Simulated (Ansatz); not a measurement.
Start from V in the bcc (W type) structure (space group Im-3m, No. 229).

```yaml
crystal:
  lattice:
    - [-1.47949, 1.47949, 1.47949]
    - [1.47949, -1.47949, 1.47949]
    - [1.47949, 1.47949, -1.47949]
  atoms:
    - { symbol: V, position: [0.00000, 0.00000, 0.00000] }
```

The other end (x = 1) is Sc in the bcc (W type) structure (space group Im-3m, No. 229; a hypothetical phase, not in the database extracts checked): 23.87 Å³/atom, gap zero; this end may not be an ambient phase.

All numbers come from Ansatz (a program for electronic structure), PBEsol, PAW, cutoff 420 eV, no spin-orbit coupling, earlier PAW set.

Sc replaces a fraction x of V; each row is one arrangement (x, atoms in the cell, starting space group or random), fully relaxed.

One change was made to it. Results:

```tsv
quantity	base	after
mixing energy (to 0.01 eV only: unlike meshes or grids) (against an end that may be hypothetical)	–	+0.13 eV/atom
volume per atom	12.95 Å³	21.31 Å³
```

### Question
Name the change that was made.
A. x(Sc) = 0.25, 4 atoms, P4/mmm
B. x(Sc) = 0.75, 4 atoms, P4/mmm
C. x(Sc) = 0.5, 4 atoms, P2_1/m
D. x(Sc) = 0.5, 4 atoms, Fd-3m
E. x(Sc) = 0.667, 3 atoms, I4/mmm

### Answer
B, x(Sc) = 0.75, 4 atoms, P4/mmm. For comparison, the volume per atom in the other runs: x(Sc) = 0.667, 3 atoms, I4/mmm gives 20.51 Å³; x(Sc) = 0.25, 4 atoms, P4/mmm gives 14.83 Å³; x(Sc) = 0.5, 4 atoms, P2_1/m gives 17.58 Å³; x(Sc) = 0.5, 4 atoms, Fd-3m gives 17.02 Å³.

The magnetic state is the one reached from the starting moments; the real material's order can differ, and small cells can't hold many antiferromagnetic ones. Each cell is one ordered arrangement of few atoms, which overstates ordering effects compared with a random alloy. No phonon test of stability was made. Starting moments died away, wholly or in part, for the base, x(Sc) = 0.25, 4 atoms, P4/mmm, x(Sc) = 0.5, 4 atoms, P2_1/m and x(Sc) = 0.5, 4 atoms, Fd-3m; another magnetic solution may exist. Spin-polarised in the final run: Sc3V and Sc2V; the other runs are not. Sc has a high density of states at the Fermi level and may be magnetic at this level.
